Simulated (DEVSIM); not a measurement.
Structure: illuminated InP p-on-n cell, one wavelength, at 350 K.

| layer (left to right) | material | thickness (μm) | Nd (cm⁻³) | Na (cm⁻³) | τn (s) | τp (s) | absorption coefficient (cm⁻¹) |
|---|---|---|---|---|---|---|---|
| 1 | InP | 0.120 | - | 6.5e17 | 1.1e-11 | 3e-11 | 13000 |
| 2 | InP | 2.80 | 1.4e17 | - | 5.2e-10 | 5.2e-10 | 13000 |

Left contact: ohmic, minority electron recombination velocity 5e5 cm/s. Right contact: ohmic, minority hole recombination velocity 3000 cm/s. Voltage is applied to the left contact. Recombination: SRH at mid-gap, radiative, Auger. Light enters at the left, 2.8e16 photons cm⁻² s⁻¹, one pass, no reflection. Mobility is μmin + (μ − μmin)/(1 + (N/Nref)^α).

The device is made up for the run: typed textbook-type constants, with dimensions and the other settings drawn at random. Values at 300 K; Nc and Nv go as T^1.5, mobilities as T to minus their exponent, the gap by Varshni's rule with the affinity fixed.

| parameter | InP |
|---|---|
| gap (eV) | 1.344 |
| affinity (eV) | 4.38 |
| permittivity | 12.5 |
| Nc (cm⁻³) | 5.7e17 |
| Nv (cm⁻³) | 1.1e19 |
| μn (cm²/Vs) | 5200 |
| μp (cm²/Vs) | 170 |
| μn,min | 400 |
| μp,min | 10 |
| Nref,n | 3e17 |
| Nref,p | 4.9e17 |
| αn | 0.47 |
| αp | 0.62 |
| T exponent of μn | 2 |
| T exponent of μp | 2 |
| B (cm³/s) | 1.2e-10 |
| Cn (cm⁶/s) | 9e-31 |
| Cp (cm⁶/s) | 9e-31 |
| Varshni α (eV/K) | 0.000363 |
| Varshni β (K) | 162 |

Simulated with DEVSIM: 1D drift-diffusion, Boltzmann statistics, complete ionisation; no tunnelling, impact ionisation, image-force lowering or self-heating.

The recombination velocity at the left contact was swept, all else fixed.

```
recombination velocity at the left contact (cm/s)  dark forward voltage at 1 A/cm² (V)  share of generated pairs collected at short circuit  dark forward voltage at 100 A/cm² (V)  largest power (mW/cm²)
-------------------------------------------------  -----------------------------------  ---------------------------------------------------  -------------------------------------  ----------------------
10                                                                               0.857                                                0.493                                  1.010                   0.853
100                                                                              0.857                                                0.493                                  1.010                   0.853
1000                                                                             0.857                                                0.493                                  1.010                   0.853
10000                                                                            0.857                                                0.493                                  1.010                   0.853
1e5                                                                              0.856                                                0.492                                  1.008                   0.851
5e5                                                                              0.852                                                0.488                                  1.003                   0.843
1e6                                                                              0.848                                                0.484                                  0.998                   0.835
1e7                                                                              0.831                                                0.457                                  0.979                   0.777
```

From the first row to the last the dark forward voltage at 1 A/cm² goes from 0.857 to 0.831. From the first row to the last the share of generated pairs collected at short circuit goes from 0.493 to 0.457.
